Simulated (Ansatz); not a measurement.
# InAgTe2 under a change: isotropic strain +0.75 %

Take InAgTe$_{2}$ in the chalcopyrite structure (space group I-42d, No. 122; a = 6.5687 Å, c = 12.9994 Å) as the base.

Modification: an isotropic linear strain of +0.75 %; the atoms relax in the strained cell.

Level of theory: PBE, PAW, 420 eV (Ansatz, a quantum-chemistry and plane-wave program; no spin-orbit coupling). Settings: 7×7×7 k-points, 0.05 eV Fermi–Dirac smearing.

```csv
quantity,base,changed,shift
volume per atom,35.06 Å³,35.85 Å³,+0.79 Å³
space group,I-42d (No. 122),I-42d (No. 122),–
shortest interatomic distance,281.3 pm,283.7 pm,+2.4 pm
energy relative to the base (free energy F),0 meV/atom,+1.9 meV/atom,+1.9 meV/atom
"pressure (mean of the normal stresses, compression positive)",0.0 GPa,-0.8 GPa,-0.8 GPa
band gap (uncertain: the Fermi level lies in a band; the base alone),0.05 eV,zero,–
```

With Te present, leaving out spin-orbit coupling can change the band edges. Whether these cells are dynamically stable was not tested. The final runs are not spin-polarised. Gaps under 0.05 eV, about the width of the smearing, are given as zero. A zero or small gap of InAgTe2 can be the functional's error rather than a property of the material.
